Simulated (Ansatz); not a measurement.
## alpha cristobalite (1 0 0) on zinc-blende GaAs (1 1 0) (film strained to the substrate, started from cuts of the bulks and a machine-learned relaxation; metallic at this level, with no gap by band count; slabs As24Ga24 and Si24O48, which can lie off the formulas)

A periodic stack without vacuum, alpha cristobalite (1 0 0) on zinc-blende GaAs (1 1 0) (film strained to the substrate, started from cuts of the bulks and a machine-learned relaxation; metallic at this level, with no gap by band count; slabs As24Ga24 and Si24O48, which can lie off the formulas): substrate slab As24Ga24, film Si24O48, surface cells [[-1, 2], [-1, -1]] and [[2, 0], [0, 1]], film strained by -2.1 and -0.9 %, outermost planes AsGa/AsGa and O/O as cut, which need not be the usual terminations and can put a slab off its formula.

The start was prepared with a machine-learned potential, and the result is one local minimum, with the in-plane cell held and forces under 0.04 eV/Å; the film can end far from its bulk form.

All values below come from PBE (plane waves to 420 eV, PAW; Ansatz, a first-principles code). Spin–orbit coupling is left out; PBE gaps are too small against experiment. Its k-point mesh 3×3×1, Fermi–Dirac width 0.05 eV.

```
Quantity                                                                                                   Result
--------------------------------------------------------------------------------  -------------------------------
interface area                                                                                            70.0 Å²
period                                                                                                    31.51 Å
heights between the nearest atoms of the two slabs at the two interfaces                          0.73 and 0.59 Å
As–Si contacts across the interfaces within 1.22 times the sum of covalent radii                   3, mean 2.41 Å
Ga–O contacts across the interfaces within 1.22 times the sum of covalent radii                    3, mean 1.88 Å
As–O contacts across the interfaces within 1.22 times the sum of covalent radii                    1, mean 1.84 Å
Ga–Si contacts across the interfaces within 1.22 times the sum of covalent radii                   1, mean 2.45 Å
spin-polarised check at this geometry                                             keeps a moment, energy -0.02 eV
slope of the mean potential energy in the substrate                                                +2.3 MV/cm × e
```

```xyz
120
Lattice="9.9517 -0.0002 0.0184 0.0000 7.0366 0.0858 0.8888 -0.7770 31.5030" Properties=species:S:1:pos:R:3 pbc="T T T"
As     6.6122     1.0986     0.4739
As    10.0044     5.9418     0.8640
As     3.0569     3.4126     0.8429
As     3.2820     6.8916     2.9142
As     6.6147     4.6110     2.7593
As    10.0757     2.4297     2.6855
As     3.2881     3.3987     4.8669
As     6.6419     1.0700     4.6706
As     9.9473     5.8124     4.8599
As     9.9443     2.2625     6.8874
As     3.2949     6.8988     6.8916
As     6.6278     4.5666     6.8264
As     9.9282     5.7510     8.9745
As     3.3066     3.3675     8.9050
As     6.6251     1.0197     8.7379
As     6.6292     4.5093    10.9052
As     9.9525     2.2369    11.0105
As     3.2555     6.8254    10.8721
As     6.6122     0.8813    12.6484
As     9.9418     5.7824    13.1631
As     3.2997     3.2985    13.0311
As     3.3193     6.4690    14.6111
As     6.7633     4.5300    15.1469
As     9.6718     2.2177    15.0494
Ga     4.1213     4.5311     2.8365
Ga     7.6145     2.3592     2.7549
Ga     0.8053     7.1102     2.8632
Ga     4.3046     1.3153     1.1903
Ga     7.5362     5.8215     0.8237
Ga     0.3703     3.3364     0.1274
Ga     0.7951     6.9441     6.9186
Ga     4.1440     4.5618     6.8943
Ga     7.4645     2.2258     6.7461
Ga     0.7898     3.4509     4.8323
Ga     4.1515     1.0691     4.8227
Ga     7.4644     5.7578     4.8162
Ga     7.4679     2.1812    10.7651
Ga     0.7709     6.8972    11.0478
Ga     4.1290     4.4810    10.9836
Ga     7.4387     5.7070     8.8916
Ga     0.8162     3.4028     8.9466
Ga     4.1359     1.0242     8.8262
Ga     4.3170     4.2169    15.1924
Ga     7.1789     2.1474    14.6384
Ga     0.9931     7.1105    15.1553
Ga     4.1634     0.9154    12.7961
Ga     7.3865     5.5618    13.0480
Ga     0.7924     3.4458    13.0986
Si     1.3577     6.2401    20.4184
Si     6.2048     6.3211    19.8981
Si     4.0341     3.0145    17.3110
Si     9.3656     2.6352    17.4381
Si     3.7007     4.4282    20.0180
Si     8.8407     4.6781    19.5192
Si     1.8132     0.8792    17.8875
Si     6.5234     1.3385    17.4554
O      2.1502     0.2445    19.3559
O      6.0552     0.1409    18.4466
O      2.2571     4.8996    20.5996
O      7.3073     5.1588    19.6607
O      3.4825     4.0570    18.4459
O      9.1022     4.1469    17.9869
O      4.7790     5.6239    20.2283
O      9.8464     5.9152    19.8102
O      0.7388     2.0890    18.1659
O      5.5702     2.6411    17.7708
O      1.2100    -0.2463    16.8933
O      6.4203     0.9564    15.8893
O      3.1539     1.6178    17.2731
O      8.0820     1.7143    17.8243
O      4.1908     3.1129    20.8396
O      9.0763     3.4807    20.5980
Si     1.2739    -0.5086    25.1475
Si     6.3848    -1.0581    24.8907
Si     4.2198     2.4945    22.3395
Si     9.3444     2.9641    22.1104
Si     3.5977     4.5241    24.6993
Si     8.9858     4.5425    24.7518
Si     1.6630     1.0703    22.6688
Si     6.8995     0.9838    22.4780
O      1.3727     0.8531    24.2632
O      6.9096    -0.0374    23.7445
O      2.2573     5.4158    24.5938
O      7.3909     4.7001    25.0541
O      3.6392     3.5436    23.4253
O      9.1744     4.1898    23.1761
O      4.8882     5.4926    24.6269
O      9.7086     5.9456    25.1650
O      0.9265     2.4351    22.1946
O      5.7438     2.1021    22.7230
O      1.0959    -0.1870    21.8173
O      6.6425     0.2095    21.0776
O      3.2688     1.1732    22.4022
O      8.3379     1.7337    22.4546
O      3.4844     3.7066    26.1015
O      9.6115     3.3586    25.6881
Si     1.5907    -1.3293    30.0344
Si     6.8612    -0.2540    29.7352
Si     4.2184     2.8469    27.2560
Si     9.1888     2.6129    27.0681
Si     4.5947     4.4991    29.8883
Si     8.8372     4.5763    29.3680
Si     1.7747     0.9247    27.8935
Si     6.6024     1.0385    27.0898
O      1.6892     0.1599    29.3506
O      6.4161     0.9411    28.7253
O      3.0615     5.0159    30.0499
O      8.1427     6.0559    29.1239
O      4.7690     3.8437    28.4199
O      8.4559     3.6265    28.1101
O      5.5750     5.8011    30.0518
O     10.4696     4.8076    29.2894
O      0.5441     1.9731    27.7684
O      5.5082     2.1248    26.5747
O      1.6999    -0.1737    26.6907
O      6.3113    -0.3848    26.3756
O      3.1841     1.7449    27.8752
O      8.1175     1.4517    26.6964
O      4.9841     3.4300    31.0539
O      8.3009     3.9855    30.7704
```
